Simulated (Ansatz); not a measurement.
Base system: Si in the diamond structure (space group Fd-3m, No. 227; a = 5.4443 Å).

Now apply this change: a hydrostatic pressure of 3 GPa.

Levels (all Ansatz, a quantum-chemistry and plane-wave program, PAW): r2SCAN (500 eV, no spin-orbit coupling); HSE06+SOC (420 eV, spin-orbit coupling included).

The geometry is relaxed with r2SCAN.

| Item | Value |
|---|---|
| r2SCAN band gap | 0.72 eV |
| r2SCAN valence-band top at Γ | 0.00, 0.00, 0.00 eV |

How does going to HSE06+SOC change the band gap and valence-band top at Γ?

The band gap goes up by 0.35 eV (0.72 eV → 1.07 eV); the valence-band top at Γ (three highest Kramers pairs, from the VBM) becomes 0.00, 0.00, -0.05 eV (r2SCAN: 0.00, 0.00, 0.00 eV). The threefold valence maximum splits by Δso ≈ 0.05 eV.

Single points use the geometry relaxed with r2SCAN. Their cutoffs differ, which shifts pressures a little. HSE06 gaps are upper bounds (no full band path). The spin-orbit shifts are approximate. Load acts through the strain it causes; cell and atoms are relaxed under it. Whether these cells are dynamically stable was not tested. Tetrahedral semiconductors of this kind turn to denser phases somewhere between about 1 and 50 GPa; those were not computed, so compressed cells here can lie past the real transition.
